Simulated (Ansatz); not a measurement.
The reference is Cu₃N (space group Pm-3m, No. 221).

```
CELL_PARAMETERS angstrom
      3.82686     0.00000     0.00000
      0.00000     3.82686     0.00000
      0.00000     0.00000     3.82686
ATOMIC_POSITIONS crystal
  Cu 0.50000 0.00000 0.00000
  Cu 0.00000 0.50000 0.00000
  Cu 0.00000 0.00000 0.50000
  N  0.00000 0.00000 0.00000
```

Cartesian axes are those of the cell as printed.

All numbers come from PBE/PAW in Ansatz (a quantum-chemistry and plane-wave program), no spin-orbit coupling.

Strains are applied to the cell and any free atomic positions relax; under biaxial strain the out-of-plane vector relaxes too.

One change was made to it. Results:

The band gap shrinks by 0.06 eV, from 0.22 eV to 0.16 eV; the energy grows by 0.8 meV/atom.

Problem. Which of these changes matches the shifts?
A. biaxial strain +2.00 %, plane normal [111], relaxed out of plane
B. biaxial strain +2.50 %, plane normal [111], relaxed out of plane
C. biaxial strain +1.00 %, plane normal [111], relaxed out of plane

Solution. C, biaxial strain +1.00 %, plane normal [111], relaxed out of plane. For comparison, the band gap in the other runs: biaxial strain +2.50 %, plane normal [111], relaxed out of plane gives 0.09 eV; biaxial strain +2.00 %, plane normal [111], relaxed out of plane gives 0.11 eV.

No phonon test of stability was made. The final runs are not spin-polarised. The zero or small gap of Cu3N can change with the level of theory.
